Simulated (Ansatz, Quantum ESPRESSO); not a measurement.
# Code comparison for NiAuO₂ (R-3m, 4 atoms in the cell)

Self-consistent single point.

```yaml
crystal:
  lattice:
    - [1.51302, 0.87355, 6.18201]
    - [-1.51302, 0.87355, 6.18201]
    - [0.00000, -1.74709, 6.18201]
  atoms:
    - { symbol: Ni, position: [0.50000, 0.50000, 0.50000], spin: 2.0 }
    - { symbol: Au, position: [0.00000, 0.00000, 0.00000] }
    - { symbol: O, position: [0.88767, 0.88767, 0.88767] }
    - { symbol: O, position: [0.11233, 0.11233, 0.11233] }
```
(The spins are starting values, not results.)

All programs got the same cell, k-point mesh and kind of occupations, and the same starting moments (in Ansatz's words: kpoints.mp_grid.grid = 8 8 8; magnetization.spin_polarized = true; scf.occupations.method = gaussian; scf.occupations.width = 0.136 eV); potentials, basis and cutoffs are each program's usual ones.

```tsv
code	model	pressure (GPa)	largest force (eV/Å)	size of the net moment (μB/atom)	cutoff
Ansatz	LDA (PW92), PAW files made with PBE	-21.42	0.604	0.17	default
Quantum ESPRESSO	LDA (PZ), GBRV 1.5 ultrasoft (LDA) pseudopotentials	-20.65	0.670	0.16	50 Ry
```

The spread over the programs that give each value: pressure within 0.77 GPa; largest force within 0.066 eV/Å; size of the net moment within 0.01 μB/atom.

The starting cell comes from a database of computed structures (which also holds hypothetical and non-ambient phases and stackings), without a prior relaxation at this level. Its lattice was rescaled by a random factor within 2.5 % of one. On Ansatz's run: Spin-orbit coupling is off. With one magnetic atom in the cell only a parallel order is possible. With a pressure of about -21 GPa the cell is away from its equilibrium volume at this level.

Task: Why do the programs differ, and what cannot be compared?

Result: Differences of this kind can come from the potentials, where these differ, and from what each basis and cutoff leave unconverged. The valence holds different numbers of electrons (Ansatz (a program for electronic structure) 49, Quantum ESPRESSO 41). The zero of total energies and Fermi levels follows the potentials and each program's conventions, so they are not compared here. Ansatz's pressure is given at a fixed set of plane waves, as the other plane-wave codes print theirs; with its correction for the finite basis it is -20.96 GPa (the shift of 0.46 GPa shows how far the cutoff is from converged). The same LDA comes in different parametrisations, which differ slightly. Site moments depend on each program's spheres or projections; the total moment of the cell does not.

Left out of this page: ABINIT and GPAW (stopped by limits of time or memory).

Keys are those of Ansatz 0.2.
